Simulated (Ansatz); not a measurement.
Start from BeTe in the zinc blende structure (space group F-43m, No. 216; a = 5.657 Å). Axes: x, y, z lie along the cube axes.

Level of theory: Kohn–Sham DFT with the r2SCAN functional, run in Ansatz (a program for electronic structure) with PAW and 500 eV plane waves, without spin-orbit coupling.

Strains are applied to the cell and any free atomic positions relax; under biaxial strain the out-of-plane vector relaxes too.

One change was made to it. Results:

```tsv
quantity	base	after
energy relative to the base (free energy F)	0 meV/atom	+6.6 meV/atom
electron mass	2.1 mₑ along k, 0.25 mₑ across (at X)	1.9 mₑ along k, 0.25 mₑ across (at X)
band gap	2.37 eV	2.16 eV
```

Task: What was done to the base?
A. biaxial strain −2.50 %, plane normal [001], relaxed out of plane
B. biaxial strain −0.50 %, plane normal [001], relaxed out of plane
C. biaxial strain −2.00 %, plane normal [001], relaxed out of plane
D. biaxial strain −1.50 %, plane normal [001], relaxed out of plane
E. biaxial strain −1.00 %, plane normal [001], relaxed out of plane

Result: C, biaxial strain −2.00 %, plane normal [001], relaxed out of plane. For comparison, the band gap in the other runs: biaxial strain −2.50 %, plane normal [001], relaxed out of plane gives 2.10 eV; biaxial strain −1.00 %, plane normal [001], relaxed out of plane gives 2.27 eV; biaxial strain −0.50 %, plane normal [001], relaxed out of plane gives 2.32 eV; biaxial strain −1.50 %, plane normal [001], relaxed out of plane gives 2.22 eV.

With Te present, leaving out spin-orbit coupling can change the band edges. Effective masses come from finite differences of ±0.01 Å⁻¹. Along k means along the line from Γ to the band edge. No phonon test of stability was made.
